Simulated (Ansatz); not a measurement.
A computed series for CdS: carrier doping

Base system: CdS in the zinc blende structure (space group F-43m, No. 216; a = 5.878 Å).

Carriers are added at fixed cell with a uniform background; the Fermi–Dirac width is that of 300 K.

Level of theory: r2SCAN (Ansatz, a program for electronic structure; PAW; 500 eV plane waves; no SOC).

Notes on the quantities. Fermi level from band edge: Fermi level relative to the doped band's edge (positive inside the band; to 0.05 eV).

```json
[
 {"case": "undoped", "Fermi level from band edge": "–", "gap between the host's bands": "1.54 eV"},
 {"case": "electrons 5.0×10^20 cm⁻³", "Fermi level from band edge": "+0.90 eV", "gap between the host's bands": "1.53 eV"},
 {"case": "electrons 1.0×10^21 cm⁻³", "Fermi level from band edge": "+1.20 eV", "gap between the host's bands": "1.52 eV"},
 {"case": "electrons 1.5×10^21 cm⁻³", "Fermi level from band edge": "+1.45 eV", "gap between the host's bands": "1.50 eV"},
 {"case": "electrons 1.0×10^22 cm⁻³", "Fermi level from band edge": "+2.50 eV", "gap between the host's bands": "1.29 eV"},
 {"case": "holes 5.0×10^20 cm⁻³", "Fermi level from band edge": "+0.10 eV", "gap between the host's bands": "1.56 eV"},
 {"case": "holes 1.0×10^21 cm⁻³", "Fermi level from band edge": "+0.15 eV", "gap between the host's bands": "1.59 eV"},
 {"case": "holes 1.5×10^21 cm⁻³", "Fermi level from band edge": "+0.20 eV", "gap between the host's bands": "1.61 eV"},
 {"case": "holes 1.0×10^22 cm⁻³", "Fermi level from band edge": "+0.60 eV", "gap between the host's bands": "1.97 eV"}
]
```

Charged cell with a jellium background: band edges are those of the host's band count, energies are not comparable with the neutral cell, and many-body gap narrowing is missing. No phonon test of stability was made.
